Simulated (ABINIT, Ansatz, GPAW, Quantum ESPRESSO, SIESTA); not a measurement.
# One structure in several programs: Cr (Im-3m, 2 atoms in the cell)

Self-consistent single point, at a second geometry (lattice scaled by 0.98). First geometry:

```xyz
2
Lattice="2.8800 0.0000 0.0000 0.0000 2.8800 0.0000 0.0000 0.0000 2.8800" Properties=species:S:1:pos:R:3 pbc="T T T"
Cr     0.0000     0.0000     0.0000
Cr     1.4400     1.4400     1.4400
```
Moments meant for the start (each program seeds them in its own way; μB, in the order of the atoms Cr Cr): 1.5 -1.5.

Shared settings, as Ansatz (an electronic-structure program) writes them: kpoints.mp_grid.grid = 9 9 9; scf.occupations.method = gaussian; scf.occupations.width = 0.2 eV. Potentials and cutoffs stand in the table.

| code | model | ΔF from the first geometry (meV/atom) | pressure (GPa) | cutoff |
|---|---|---|---|---|
| GPAW | PBE, GPAW PAW datasets PBE (gpaw-data 1.0.1) | 16.8 | 9.81 | 850 eV |
| Ansatz | PBE, default PAW files | 12.9 | 9.45 | 420 eV |
| SIESTA | GGA PBE, numerical atomic orbitals TZP, PseudoDojo PBE standard norm-conserving potentials (rewritten from UPF to PSML) | 9.5 | 8.21 | grid 400 Ry |
| ABINIT | PBE, PAW (JTH v2.0 PBE PAW) | 8.8 | 7.76 | 30 Ha |
| Quantum ESPRESSO | PBE, GBRV 1.5 ultrasoft (PBE) pseudopotentials | 15.5 | 9.98 | 50 Ry |

On Ansatz's run: the magnetic order is the one reached from the typed start; others were not searched systematically.

The spread over the programs that give each value: ΔF from the first geometry within 8.0 meV/atom; pressure within 2.22 GPa.

SIESTA uses small atom-centred bases, whose incompleteness enters pressures, forces and empty levels differently from a plane-wave cutoff. Ansatz's pressure is given at a fixed set of plane waves, as the other plane-wave codes print theirs; with its correction for the finite basis it is 9.56 GPa. In the pressure, SIESTA (by 1.42) and ABINIT (by 1.87) lie more than 1 GPa from the median of the plane-wave programs.

The starting cell has typed, rounded lattice constants, without a prior relaxation at this level. For this run, on top of that: lattice scaled by 0.98.

Left out of this page: Elk and FLEUR (not drawn, or without a comparable value).

Keys are those of Ansatz 0.2.
